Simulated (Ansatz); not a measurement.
A self-consistent single point of CsPO₃ (P2_1/c, 20 atoms in the cell) with Ansatz (an electronic-structure program).

Method of the run: PBEsol, default PAW files made with PBE (plane waves; Ansatz).

```yaml
crystal:
  lattice:
    - [6.81261, 0.00000, 0.00000]
    - [0.00000, 4.30527, 0.00000]
    - [-5.52646, 0.00000, 12.65010]
  atoms:
    - { symbol: Cs, position: [0.68453, 0.63159, 0.40958] }
    - { symbol: Cs, position: [0.31547, 0.36841, 0.59042] }
    - { symbol: Cs, position: [0.31547, 0.13159, 0.09042] }
    - { symbol: Cs, position: [0.68453, 0.86841, 0.90958] }
    - { symbol: P, position: [0.13194, 0.99234, 0.31758] }
    - { symbol: P, position: [0.86806, 0.00766, 0.68242] }
    - { symbol: P, position: [0.86806, 0.49234, 0.18242] }
    - { symbol: P, position: [0.13194, 0.50766, 0.81758] }
    - { symbol: O, position: [0.66778, 0.63564, 0.17996] }
    - { symbol: O, position: [0.33222, 0.36436, 0.82004] }
    - { symbol: O, position: [0.33222, 0.13564, 0.32004] }
    - { symbol: O, position: [0.66778, 0.86436, 0.67996] }
    - { symbol: O, position: [0.06053, 0.74270, 0.22218] }
    - { symbol: O, position: [0.93947, 0.25730, 0.77782] }
    - { symbol: O, position: [0.93947, 0.24270, 0.27782] }
    - { symbol: O, position: [0.06053, 0.75730, 0.72218] }
    - { symbol: O, position: [0.12727, 0.84866, 0.41434] }
    - { symbol: O, position: [0.87273, 0.15134, 0.58566] }
    - { symbol: O, position: [0.87273, 0.34866, 0.08566] }
    - { symbol: O, position: [0.12727, 0.65134, 0.91434] }
```

Reference input (self-consistent single point, DFT, PBEsol, plane waves, default PAW files made with PBE): basis.ecutwfc = 420 eV; kpoints.mp_grid.grid = 3 4 2; hamiltonian.xc = pbesol; hamiltonian.pseudopotentials = {kind: paw} (the program's default PAW files); scf.occupations.method = fixed. This run's input differs from it in these lines:

Ansatz 0.2 input:
```diff
@@ -33,3 +33,6 @@
   xc: pbesol
-  pseudopotentials: { kind: paw }
+  pseudopotentials: { kind: paw_fr }
+magnetization:
+  noncollinear: true
+  spin_orbit: false
 scf:
```

The program printed (abridged):

```
SCF iter   1: F=—  HF=-32061.004045 eV  |F-HF|=—  |Δ(HF+E_count)|=         —  Δρ=6.32e-2  dr2=3.27e1  dr2_m=0.00e0 (ungated)  ethr=3.10e-3  |M|=0.00e0 ∫|m|=0.00e0 μB  |m|>n=0.0e0 m-floor=0.0e0 τ_xc=0.0e0  β_m=0.30  ⟨swp⟩=6.0  Hψ=7868  notcnv=0  defer=408
all-band conjugate gradients solve this SCF's bands
preconditioner: auto → Resta (q_TF=auto, 2.285 Å⁻¹)
spin=Noncollinear: Resta preconditioning applied to the charge; magnetization (m_x, m_y, m_z) channels mix plain (no charge-response kernel on spin).
   [... lines left out ...]
SCF iter  10: F=—  HF=-32049.344650 eV  |F-HF|=—  |Δ(HF+E_count)|=   5.83e-7  Δρ=6.77e-6  dr2=1.39e-7  dr2_m=0.00e0 (ungated)  ethr=7.81e-11  |M|=0.00e0 ∫|m|=0.00e0 μB  |m|>n=0.0e0 m-floor=0.0e0 τ_xc=0.0e0  β_m=0.83  ⟨swp⟩=25.8  Hψ=18516  notcnv=0
SCF iter  11: F=-32049.344650 eV  HF=-32049.344650 eV  |F-HF|=1.39e-8  |Δ(HF+E_count)|=   3.09e-9  Δρ=3.01e-6  dr2=2.80e-8  dr2_m=0.00e0 (ungated)  ethr=7.81e-11  |M|=0.00e0 ∫|m|=0.00e0 μB  |m|>n=0.0e0 m-floor=0.0e0 τ_xc=0.0e0  ⟨swp⟩=4.5  Hψ=6216  notcnv=0
SCF 1 converged in 11 iterations: F = -32049.344650 eV  dr2 = 2.80e-8
Magnetization: |M| = 0.0000 μB,  M = (+0.0000, +0.0000, +0.0000) μB
Absolute magnetization: 0.0000 μB (∫|m|)
  site 0: m = (+0.0000, +0.0000, +0.0000) μB, |m| = 0.0000 μB  (R = 1.26 Å)
  site 1: m = (+0.0000, +0.0000, +0.0000) μB, |m| = 0.0000 μB  (R = 1.26 Å)
  site 2: m = (+0.0000, +0.0000, +0.0000) μB, |m| = 0.0000 μB  (R = 1.26 Å)
  site 3: m = (+0.0000, +0.0000, +0.0000) μB, |m| = 0.0000 μB  (R = 1.26 Å)
  site 4: m = (+0.0000, +0.0000, +0.0000) μB, |m| = 0.0000 μB  (R = 0.61 Å)
  site 5: m = (+0.0000, +0.0000, +0.0000) μB, |m| = 0.0000 μB  (R = 0.61 Å)
  site 6: m = (+0.0000, +0.0000, +0.0000) μB, |m| = 0.0000 μB  (R = 0.61 Å)
  site 7: m = (+0.0000, +0.0000, +0.0000) μB, |m| = 0.0000 μB  (R = 0.61 Å)
   [... lines left out ...]
Free energy (F): -32049.344650 eV
Fermi energy:    3.127128 eV
   [... lines left out ...]
  atom  20  O     -0.31467981     0.27533885     0.63194774
--- Stress (GPa, compression-positive) ---
        2.051070       0.000000      -0.419029
        0.000000       1.467306      -0.000000
       -0.419032      -0.000000       1.607478
  P = ⅓ Tr σ = 1.7086 GPa (17.086 kbar)
  The stress holds the Pulay correction. Without it, at fixed plane waves, as pw.x and ABINIT print it: P = 1.2906 GPa
```

The run converged in 11 iterations. Against the reference run the pressure stays at 1.71 GPa, the largest force stays at 0.758 eV/Å and the gap on the mesh stays at 5.348 eV.

The starting cell comes from a database of computed structures (which also holds hypothetical and non-ambient phases and stackings), without a prior relaxation at this level. Ansatz's pressure includes its estimate of the finite-basis (Pulay) stress.

Cost on one core of a shared machine: roughly 3 min.
